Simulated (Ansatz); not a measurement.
An Ansatz (a first-principles code) run: MoSi2 with a change (isotropic strain −4.70 %); PBE (Ansatz, PAW, without spin-orbit coupling), earlier PAW set.

Input:

Ansatz 0.2 input:
```yaml
crystal:
  lattice:
    - [-1.5328362824, 1.5328362824, 3.7523218515]
    - [1.5328362824, -1.5328362824, 3.7523218515]
    - [1.5328362824, 1.5328362824, -3.7523218515]
  atoms:
    - { symbol: Mo, position: [0, 0, 0] }
    - { symbol: Si, position: [0.3350739395, 0.3350739395, 0] }
    - { symbol: Si, position: [0.6649260605, 0.6649260605, 0] }
basis: { ecutwfc: 420, ecutrho_ratio: 4, xc_grid: 2, fft_grid_basis: typed }
kpoints: { mp_grid: { grid: [25, 25, 25] } }
hamiltonian:
  xc: pbe
  dispersion: none
  pseudopotentials: { azcp: { folder: ./paw }, kind: paw }
scf: { occupations: { method: fermi_dirac, width: 0.1 }, convergence: { dr2_threshold: 0.0000000003 } }
relax: { f_tol: 0.005, max_steps: 50 }
output: { forces: true, stress: true }
checkpoint: { write: state.ck, write_every: 1000 }
```

Output (explanatory and most iteration lines left out):

```
Relaxation: its limit of steps is 50 (relax.max_steps)
Pseudopotential: Mo, paw, valence charge 14
Pseudopotential: Si, paw, valence charge 4
Crystal: 3 atoms, lattice volume = 35.266 Å³
Basis set: ecut = 420 eV, 681 PW (Γ), exchange–correlation on 60×60×60 points (8 copies of the dense FFT grid, shifted against one another)
Bands: 15, of which v1, the nominal top of the filled ones, is band 11 counted from 1 (10 counted from 0)
Symmetry: 16 space group operations
Space group: I4/mmm (ITA 139), of the structure as read, at distance tolerance 3.3e-5 Å
k-points: 1183 of 15625
Functional: x = pbe(κ = 0.804, μ = 0.2195149727645171), c = pbe(β = 0.06672455060314922)
SCF iter   1: F=—  HF=-6229.575567 eV  |F-HF|=—  |Δ(HF+E_count)|=         —  Δρ=9.16e-2  dr2=4.03e0  ethr=3.10e-3  ⟨swp⟩=5.9  Hψ=110099  notcnv=0
SCF iter   2: F=—  HF=-6228.609152 eV  |F-HF|=—  |Δ(HF+E_count)|=   9.66e-1  Δρ=3.45e-2  dr2=3.11e-1  ethr=3.10e-3  ⟨swp⟩=2.2  Hψ=43973  notcnv=0
SCF 1 converged in 9 iterations: F = -6228.547123 eV  dr2 = 4.49e-12
relax step   1: F+E_penalty+E_count = -6228.54712341 eV  Δ(F+E_penalty+E_count) = +0.000e0 eV  max|allowed force component| = 3.863e-1 eV/Å  Δτ_max = 0.0000 Å  (9 SCF iters, accepted)
Crystal: 3 atoms, lattice volume = 35.266 Å³
SCF iter   1: F=—  HF=-6228.552099 eV  |F-HF|=—  |Δ(HF+E_count)|=         —  Δρ=1.05e-3  dr2=7.94e-4  ethr=3.58e-6  ⟨swp⟩=1.7  Hψ=69878  notcnv=0
SCF iter   2: F=—  HF=-6228.551945 eV  |F-HF|=—  |Δ(HF+E_count)|=   1.54e-4  Δρ=5.60e-4  dr2=2.20e-4  ethr=3.58e-6  ⟨swp⟩=1.0  Hψ=17783  notcnv=0
SCF 2 converged in 6 iterations: F = -6228.551868 eV  dr2 = 8.34e-11
relax step   2: F+E_penalty+E_count = -6228.55186828 eV  Δ(F+E_penalty+E_count) = -4.745e-3 eV  max|allowed force component| = 1.178e-1 eV/Å  Δτ_max = 0.0094 Å  (6 SCF iters, accepted)
Crystal: 3 atoms, lattice volume = 35.266 Å³
SCF iter   1: F=—  HF=-6228.552409 eV  |F-HF|=—  |Δ(HF+E_count)|=         —  Δρ=4.61e-4  dr2=1.55e-4  ethr=7.01e-6  ⟨swp⟩=2.2  Hψ=48687  notcnv=0
SCF iter   2: F=—  HF=-6228.552379 eV  |F-HF|=—  |Δ(HF+E_count)|=   2.99e-5  Δρ=2.46e-4  dr2=4.23e-5  ethr=7.03e-7  ⟨swp⟩=1.0  Hψ=27209  notcnv=0
SCF 3 converged in 6 iterations: F = -6228.552361 eV  dr2 = 3.95e-11
relax step   3: F+E_penalty+E_count = -6228.55236147 eV  Δ(F+E_penalty+E_count) = -4.932e-4 eV  max|allowed force component| = 1.047e-3 eV/Å  Δτ_max = 0.0042 Å  (6 SCF iters, accepted)
SCF converged after 6 iterations
Free energy (F): -6228.552361 eV
Internal energy: -6228.544235 eV  (E = F + TS)
E sigma→0 (E₀):  -6228.548298 eV
Entropy (-TS):   -0.008126 eV (-2.709 meV/atom)
Fermi energy:    18.531678 eV
--- Forces (eV/Å), atoms counted from 1 ---
  atom   1  Mo     0.00000000     0.00000000     0.00000000
  atom   2  Si     0.00000000     0.00000000    -0.00104719
  atom   3  Si     0.00000000     0.00000000     0.00104719
--- Stress (GPa, compression-positive) ---
       38.832586       0.000000       0.000000
        0.000000      38.832586       0.000000
       -0.000000       0.000000      44.738205
  P = ⅓ Tr σ = 40.8011 GPa (408.011 kbar)
--- Relaxed structure (3 steps of the walk, 3 accepted, 0 SCFs on fresh bases) ---
  atoms:
    - { symbol: Mo, position: [1.1557667123379536e-19, 1.1557667123379536e-19, -6.871203079089966e-36] }
    - { symbol: Si, position: [0.33326398055609047, 0.33326398055609047, 4.417201979414978e-36] }
    - { symbol: Si, position: [0.6667360194439097, 0.6667360194439097, 2.454001099674988e-36] }
```

Stability against distortions was not tested. All final runs are without spin polarisation. The cell was made from MoSi₂ (space group I4/mmm, No. 139) by this change: isotropic strain −4.70 %.
